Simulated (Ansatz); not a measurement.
The starting structures come from a database of crystals and need not be the phases stable at ambient conditions.

 Where the default PAW files enter, the runs use the earlier of Ansatz's two default sets.

**Evanescent states of SrZrO3 (I4/mcm, not sure to be the ambient phase, 10 atoms a cell, 13.9 Å³ an atom, -2 GPa at this level) along the normal of (100)**

The numbers are results of PBEsol (plane waves, PAW; Ansatz, a program for electronic structure), not measurements.

The gap is the functional's own, uncorrected, and κ follows it; spin-orbit coupling is left out. Mid-gap values are interpolated between the computed energies.

Energies count from the valence-band top; κ is the least over a 6×4 mesh across the current.

```csv
E (eV),κ (1/Å),where
0.09,0.119,Γ
0.27,0.168,Γ
0.45,0.202,Γ
0.63,0.228,Γ
0.81,0.248,Γ
0.99,0.265,Γ
1.17,0.278,Γ
1.35,0.288,Γ
1.53,0.296,Γ
1.71,0.302,Γ
1.89,0.306,Γ
2.07,0.307,Γ
2.25,0.306,Γ
2.43,0.303,Γ
2.61,0.298,Γ
2.79,0.290,Γ
2.97,0.278,Γ
3.15,0.262,Γ
3.33,0.242,Γ
3.51,0.168,Γ
```

How thick must the barrier be to attenuate the transmission by 10^4 when the electrodes' Fermi level lies at 0.09 eV, and what attenuation does that film give at 1.17 eV?

d = 4 ln 10 / (2 × 0.119) = 38.7 Å. At 1.17 eV it gives 4 × 0.278/0.119 = 9.3 decades.
